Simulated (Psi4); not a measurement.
Psi4 1.11, WB97X/def2-svp: Al(CF3)(Me)(OMe) (C[O][Al]([CH3])[C](F)(F)F), 14 atoms. The geometry is a generated start, not checked to be a minimum at this level.

```json
{
 "task": "energy",
 "method": "wb97x",
 "basis": "def2-svp",
 "memory": "3 GB",
 "maxiter": "100",
 "keys_of_the_molecule_block": "symmetry c1",
 "scf_type": "df (default)",
 "e_convergence": "1e-06 (default)",
 "d_convergence": "1e-06 (default)",
 "dft_radial_points": "75 (default)",
 "dft_spherical_points": "302 (default)",
 "basis_functions": "146",
 "grid_points": "301346"
}
```

```xyz
14

Al    -0.0439     0.3414     0.2760
C     -1.5514     0.7174    -1.1055
F     -2.4168     1.7068    -0.7633
F     -2.2939    -0.4350    -1.0283
F     -1.3165     0.8845    -2.4255
C     -0.0994     1.4359     1.9191
H     -0.5135     0.8884     2.7680
H     -0.7327     2.3118     1.7526
H      0.8939     1.7794     2.2117
O      0.8583    -0.9065    -0.2775
C      1.6499    -1.9733    -0.7410
H      1.5051    -2.0900    -1.8161
H      2.7014    -1.7655    -0.5353
H      1.3595    -2.8955    -0.2350
```

With the defaults (diis = true, scf_initial_accelerator = adiis, damping_percentage = 0, diis_start = 1, level_shift = 0, level_shift_cutoff = 0.01, guess = auto, which took SAD, diis_max_vecs = 10) it converges in 9 SCF iterations. One run each on 2 threads, with these changes:
- level_shift = 0.5, level_shift_cutoff = 0.001
- diis_start = 4
- guess = sapgau
- damping_percentage = 60
- damping_percentage = 20
- scf_initial_accelerator = none
- diis = false, scf_initial_accelerator = none, damping_percentage = 60
- diis_max_vecs = 6
- scf_initial_accelerator = ediis

Q: Which of these changes keep the SCF from converging, or lead it to another solution?

A: No convergence: diis = false, scf_initial_accelerator = none, damping_percentage = 60 (the run ends without SCF convergence in 100 iterations). The rest reach the solution of the defaults.

| setting | SCF iterations | end |
|---|---|---|
| the defaults | 9 | same solution |
| level_shift = 0.5, level_shift_cutoff = 0.001 | 9 | same solution |
| guess = sapgau | 9 | same solution |
| scf_initial_accelerator = ediis | 9 | same solution |
| scf_initial_accelerator = none | 9 | same solution |
| diis_max_vecs = 6 | 9 | same solution |
| diis_start = 4 | 11 | same solution |
| damping_percentage = 20 | 18 | same solution |
| damping_percentage = 60 | 77 | same solution |
| diis = false, scf_initial_accelerator = none, damping_percentage = 60 | 100 | no convergence |
